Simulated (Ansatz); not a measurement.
## hypothetical P4_2/mnm ZnS with two functionals

Base system: ZnS (space group P4_2/mnm, No. 136; a = 6.6298 Å, c = 3.8613 Å; a hypothetical phase, not in the database extracts checked).

(Cell as relaxed with PBE.)

Levels (all Ansatz, a first-principles code, PAW): PBE (420 eV, without spin-orbit coupling); PBEsol (420 eV, without spin-orbit coupling).

Each level relaxes its own structure.

```tsv
quantity	PBE	PBEsol
volume per atom	21.22 Å³	?
lattice parameter a	663.0 pm	?
lattice parameter c	386.1 pm	?
band gap	2.17 eV	?
gap character	direct at Γ	?
electron mass	0.17 mₑ along c, 0.19 mₑ across	?
```

Task: Predict the PBEsol column.

Result: 
- volume per atom, PBEsol: 20.22 Å³
- lattice parameter a, PBEsol: 651.8 pm
- lattice parameter c, PBEsol: 380.8 pm
- band gap, PBEsol: 2.24 eV
- gap character, PBEsol: direct at Γ
- electron mass, PBEsol: 0.17 mₑ along c, 0.19 mₑ across

PBE's volume per atom lies 0.993 Å³ above PBEsol's (4.9 %); PBE's lattice parameter a lies 11.2 pm above PBEsol's (1.7 %); PBE's lattice parameter c lies 5.3 pm above PBEsol's (1.4 %); PBE's band gap lies 0.07 eV below PBEsol's; the two agree on the gap character and electron mass. Neither level is exact; PBEsol is the comparison here, not a measurement.

Masses are band curvatures over ±0.01 Å⁻¹ around the edge. Whether these cells are dynamically stable was not tested.
